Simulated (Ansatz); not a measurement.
## Response to strain in WC

Start from WC (space group P-6m2, No. 187; a = 2.922 Å, c = 2.846 Å; relaxed with 0.1 eV smearing). Axes: x lies along a and z along c of the hexagonal cell.

Strains are applied to the cell and any free atomic positions relax; under biaxial strain the out-of-plane vector relaxes too.

Computed with PBE (Ansatz, a quantum-chemistry and plane-wave program; PAW; 420 eV plane waves; scalar-relativistic without spin-orbit coupling).

```csv
"biaxial strain, plane normal [001], relaxed out of plane (%)",out-of-plane strain (%)
-3,1.18
-2.5,0.96
-2,0.76
-1.5,0.56
-1,?
-0.5,0.18
0,0.00
```

Task: Fit ε⊥ = −νε + γε² (strains in %) to the rows shown and predict the withheld row.

Result: Least squares on the printed values gives ν = 0.35 (the biaxial Poisson response) and γ = 0.013 (largest residual 0.00 %); this predicts 0.37 %, and the run gives 0.37 %, in agreement.

No phonon test of stability was made. The final runs are not spin-polarised.
